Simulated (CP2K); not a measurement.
Band structure of TlBr (Fm-3m, 2 atoms in the cell).

```yaml
crystal:
  lattice:
    - [4.72636, 0.00000, 0.00000]
    - [2.36318, 4.09315, 0.00000]
    - [2.36318, 1.36438, 3.85906]
  atoms:
    - { symbol: Tl, position: [0.00000, 0.00000, 0.00000] }
    - { symbol: Br, position: [0.50000, 0.50000, 0.50000] }
```

Method of the run: LDA (Pade form), GPW, DZVP-MOLOPT-SR-GTH basis, GTH-PADE potentials (GTH_POTENTIALS) in CP2K.

Settings: CUTOFF = 500 Ry; REL_CUTOFF = 40 Ry; KPOINTS/SCHEME = MONKHORST-PACK 6 6 6; GAMMA_CENTERED = T; XC_FUNCTIONAL = PADE; Tl/BASIS_SET = DZVP-MOLOPT-SR-GTH; Tl/POTENTIAL = GTH-PADE-q13; Br/BASIS_SET = DZVP-MOLOPT-SR-GTH; Br/POTENTIAL = GTH-PADE-q7; METHOD = GPW; EPS_DEFAULT = 1e-10; EXTRAPOLATION = USE_GUESS; NGRIDS = 5; SCF_GUESS = ATOMIC.

The starting cell comes from a database of computed structures (which also holds hypothetical and non-ambient phases and stackings), without a prior relaxation at this level. Spin-orbit coupling is off. Values carry the incompleteness of an atom-centred basis.

### Question
Predict the gap along the standard path and the places of the band edges.

### Answer
The gap along the path is 1.96 eV, direct at L to within 0.01 eV.

Levels in eV from the top of the valence band on the SCF mesh, bands 7 to 11:
| point | 7 | 8 | 9 | 10 | 11 |
|---|---|---|---|---|---|
| Γ | -4.31 | -1.58 | -1.58 | -1.58 | 6.11 |
| X | -3.97 | -2.99 | -2.13 | -2.13 | 5.04 |
| W | -4.45 | -2.58 | -2.58 | -0.81 | 3.78 |
| K | -4.51 | -2.76 | -1.87 | -1.35 | 4.02 |
| L | -5.21 | -1.41 | -1.41 | 0.00 | 1.96 |
| U | -4.51 | -2.76 | -1.87 | -1.35 | 4.02 |

Higher empty bands are left out: an atom-centred basis made for the valence describes them poorly.
